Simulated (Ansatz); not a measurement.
# ZnSe under a change: uniaxial strain ε_zz = −2.00 %

Start from ZnSe in the zinc blende structure (space group F-43m, No. 216; a = 5.6656 Å). Axes: x, y, z lie along the cube axes.

One thing is altered: the cell is compressed by 2.00 % along z with no lateral relaxation; the atoms relax in the strained cell.

All numbers come from plane-wave PAW DFT at the r2SCAN level (Ansatz, a first-principles code, 500 eV), spin-orbit coupling left out. k-mesh 10×10×10 (Γ-centred); smearing 0.05 eV (Fermi–Dirac).

The volume per atom drops by 0.45 Å³, from 22.73 Å³ to 22.28 Å³ and the space group becomes I-4m2 (No. 119) (base: F-43m (No. 216)). The energy rises by 2.6 meV/atom and the pressure (mean of the normal stresses, compression positive) goes up by 1.37 GPa, from -0.01 GPa to 1.36 GPa. The band gap rises by 0.036 eV to 1.90 eV and the gap character is still direct at Γ. The electron mass becomes 0.13 mₑ (at Γ) (base: 0.12 mₑ (at Γ)) and the hole mass comes out as 0.14 mₑ along z, 0.57 mₑ across (at Γ). The valence-band top at Γ (three highest levels, from the VBM) becomes 0.00, -0.07, -0.07 eV (base: 0.00, 0.00, 0.00 eV) and the valley order (the lowest conduction-band minima on the path, energy above the VBM, named in the base's zone) goes from Γ 1.87 eV; L along ⟨111⟩ 3.05 eV; X along ⟨100⟩ 3.34 eV to Γ 1.90 eV; L along [1-11] 3.04 eV; X along [001] 3.18 eV; X along [100] 3.28 eV. The stress (xx, yy, zz, yz, xz, xy; compression positive) amounts to (1.13, 1.13, 1.84, 0.00, 0.00, 0.00) GPa.

Final structure:

```
ZnSe
1.0
    0.00000     2.83278     2.77612
    2.83278     0.00000     2.77612
    2.83278     2.83278     0.00000
Zn Se
1 1
Direct
  0.00000   0.00000   0.00000
  0.25000   0.25000   0.25000
```

Masses are band curvatures over ±0.01 Å⁻¹ around the edge. Whether these cells are dynamically stable was not tested. Labels are those of the standard path for the cell's own space group.
